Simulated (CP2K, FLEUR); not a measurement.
A CP2K input for a self-consistent single point of ZnS (F-43m, 2 atoms in the cell) (DFT PBE, GPW, DZVP-MOLOPT-SR-GTH basis, GTH-PBE potentials (GTH_POTENTIALS)):

```
&GLOBAL
  PROJECT scf
  RUN_TYPE ENERGY_FORCE
  PRINT_LEVEL LOW
&END GLOBAL
&FORCE_EVAL
  METHOD Quickstep
  STRESS_TENSOR ANALYTICAL
  &DFT
    BASIS_SET_FILE_NAME BASIS_MOLOPT
    POTENTIAL_FILE_NAME GTH_POTENTIALS
    &QS
      METHOD GPW
      EPS_DEFAULT 1E-10
    &END QS
    &MGRID
      CUTOFF 600
      REL_CUTOFF 50
      NGRIDS 5
    &END MGRID
    &SCF
      SCF_GUESS ATOMIC
      EPS_SCF 1E-6
      MAX_SCF 100
      ADDED_MOS 4
      &DIAGONALIZATION
        ALGORITHM STANDARD
      &END DIAGONALIZATION
      &MIXING
        METHOD BROYDEN_MIXING
        ALPHA 0.2
        NBUFFER 12
      &END MIXING
      &SMEAR ON
        METHOD FERMI_DIRAC
        ELECTRONIC_TEMPERATURE [K] 580.23
      &END SMEAR
    &END SCF
    &KPOINTS
      SCHEME MONKHORST-PACK 7 7 7
    &END KPOINTS
    &XC
      &XC_FUNCTIONAL PBE
      &END XC_FUNCTIONAL
    &END XC
    &PRINT
      &MO
        EIGENVALUES T
        OCCUPATION_NUMBERS T
        NDIGITS 8
        FILENAME mo
        &EACH
          QS_SCF 0
        &END EACH
        ADD_LAST NUMERIC
      &END MO
      &MULLIKEN OFF
      &END MULLIKEN
    &END PRINT
  &END DFT
  &SUBSYS
    &CELL
      A 3.82544800 0.00000000 0.00000000
      B 1.91272400 3.31293500 0.00000000
      C 1.91272400 1.10431200 3.12346500
      PERIODIC XYZ
    &END CELL
    &COORD
      SCALED
      Zn       0.00000000     0.00000000     0.00000000
      S        0.25000000     0.25000000     0.25000000
    &END COORD
    &KIND Zn
      BASIS_SET DZVP-MOLOPT-SR-GTH
      POTENTIAL GTH-PBE-q12
    &END KIND
    &KIND S
      BASIS_SET DZVP-MOLOPT-SR-GTH
      POTENTIAL GTH-PBE-q6
    &END KIND
  &END SUBSYS
  &PRINT
    &FORCES ON
    &END FORCES
    &STRESS_TENSOR ON
    &END STRESS_TENSOR
  &END PRINT
&END FORCE_EVAL
```

### Question
Translate this input to FLEUR.

### Answer
This is the input that was run; spellings and numerical settings could be chosen otherwise.

Input of the input generator:

```
ZnS
&input film=f /
-0.0000000000 5.1117091671 5.1117091671
5.1117091671 -0.0000000000 5.1117091671
5.1117091671 5.1117091671 -0.0000000000
1.0
1.0 1.0 1.0

2
30 0.0000000000 0.0000000000 0.0000000000
16 0.2500000000 0.2500000000 0.2500000000

&comp jspins=1 /
&kpt div1=7 div2=7 div3=7 /
&end /
```

```xml
<?xml version="1.0" encoding="UTF-8" standalone="no"?>
<fleurInput fleurInputVersion="0.39">
   <comment>
      ZnS                                                                                                 
   </comment>
   <calculationSetup>
      <cutoffs Kmax="4.0" Gmax="16.0" GmaxXC="16.0" numbands="0"/>
      <scfLoop itmax="100" minDistance="0.00001" maxIterBroyd="40" imix="Anderson" alpha="0.05" precondParam="0.0" spinf="2.0"/>
      <coreElectrons ctail="T" frcor="F" kcrel="0" coretail_lmax="0"/>
      <xcFunctional name="pbe" relativisticCorrections="F"/>
      <magnetism jspins="1"/>
      <soc l_soc="F" theta="0.0" phi="0.0" spav="F"/>
      <expertModes spex="0" secvar="F"/>
      <geometryOptimization l_f="T" forcealpha="1.0" forcemix="BFGS" epsdisp="0.00001" epsforce="0.00001"/>
      <ldaU l_linMix="F" mixParam="0.05" spinf="1.0"/>
   </calculationSetup>
   <cell>
      <bzIntegration valenceElectrons="18.0" mode="hist" fermiSmearingEnergy="0.00183747">
         <kPointListSelection listName="default-1"/>
         <!-- k-points included here -->
         <xi:include xmlns:xi="http://www.w3.org/2001/XInclude" href="kpts.xml"> </xi:include>
      </bzIntegration>
      <!-- symmetry operations included here -->
      <xi:include xmlns:xi="http://www.w3.org/2001/XInclude" href="sym.xml"> </xi:include>
      <bulkLattice scale="1.0">
         <bravaisMatrix>
            <row-1>    0.0000000000000000     5.1117091670999999     5.1117091670999999</row-1>
            <row-2>    5.1117091670999999     0.0000000000000000     5.1117091670999999</row-2>
            <row-3>    5.1117091670999999     5.1117091670999999     0.0000000000000000</row-3>
         </bravaisMatrix>
      </bulkLattice>
   </cell>
   <atomSpecies>
      <species name="Zinc (Zn)" element="Zn" atomicNumber="30">
         <mtSphere radius="2.50" gridPoints="863" logIncrement="0.014"/>
         <atomicCutoffs lmax="10" lnonsphr="8"/>
         <electronConfig flipSpins="F">
            <coreConfig>(1s1/2) (2s1/2) (2p1/2) (2p3/2) (3s1/2) (3p1/2) (3p3/2)</coreConfig>
            <valenceConfig>(4s1/2) (3d3/2) (3d5/2)</valenceConfig>
         </electronConfig>
         <energyParameters s="4" p="4" d="3" f="4"/>
         <lo type="HELO" l="2" n="4" eDeriv="0"/>
      </species>
      <species name="Sulfur (S)" element="S" atomicNumber="16">
         <mtSphere radius="1.63" gridPoints="563" logIncrement="0.02"/>
         <atomicCutoffs lmax="6" lnonsphr="4"/>
         <electronConfig flipSpins="F">
            <coreConfig>(1s1/2) (2s1/2) (2p1/2) (2p3/2)</coreConfig>
            <valenceConfig>(3s1/2) (3p1/2) (3p3/2)</valenceConfig>
            <stateOccupation state="(3p1/2)" spinUp="0.6666666666667" spinDown="0.6666666666667"/>
            <stateOccupation state="(3p3/2)" spinUp="1.3333333333333" spinDown="1.3333333333333"/>
         </electronConfig>
         <energyParameters s="3" p="3" d="3" f="4"/>
      </species>
   </atomSpecies>
   <atomGroups>
      <atomGroup species="Zinc (Zn)">
         <relPos label="                   1">.0000000000 .0000000000 .0000000000</relPos>
         <force calculate="T" relaxXYZ="TTT"/>
      </atomGroup>
      <atomGroup species="Sulfur (S)">
         <relPos label="                   2">1.000/4.000 1.000/4.000 1.000/4.000</relPos>
         <force calculate="T" relaxXYZ="TTT"/>
      </atomGroup>
   </atomGroups>
   <output dos="F" band="F" slice="F">
      <checks vchk="F" cdinf="F"/>
      <bandDOS minEnergy="-.5*Htr" maxEnergy="0.5*Htr" sigma="0.015" storeEVData="T"/>
      <vacuumDOS vacdos="F" integ="F" star="F" nstars="0" locx1="0.0" locy1="0.0" locx2="0.0" locy2="0.0" nstm="0" tworkf="0.0"/>
      <unfoldingBand unfoldBand="F" supercellX="1" supercellY="1" supercellZ="1"/>
      <plotting iplot="0" polar="F">
         <plot TwoD="T" vec1="  1.0  0.0  0.0" vec2="  0.0  1.0  0.0" vec3="  0.0  0.0  1.0" zero="  0.0  0.0  0.0" file="plot"/>
      </plotting>
      <chargeDensitySlicing numkpt="0" minEigenval="0.0" maxEigenval="0.0" nnne="0" pallst="F"/>
      <specialOutput eonly="F"/>
      <magneticCircularDichroism mcd="F" energyLo="-10.0" energyUp="0.0"/>
   </output>
  <!-- We include the file relax.xml here to enable relaxations (see documentation) -->
  <xi:include xmlns:xi="http://www.w3.org/2001/XInclude" href="relax.xml"> <xi:fallback/> </xi:include>
</fleurInput>
```

Basis, cutoffs, solver keys and any potentials are the target program's own. This input uses DFT, PBE, all-electron FLAPW (FLEUR), scalar-relativistic valence. Both were run: gap on the mesh 2.076 eV in CP2K and 2.095 in FLEUR.

On CP2K: the starting cell has typed, rounded lattice constants, without a prior relaxation at this level. Values carry the incompleteness of an atom-centred basis.

On FLEUR: the starting cell has typed, rounded lattice constants, without a prior relaxation at this level. Values depend on the basis (sphere radii, cutoffs, local orbitals), which need not be converged.
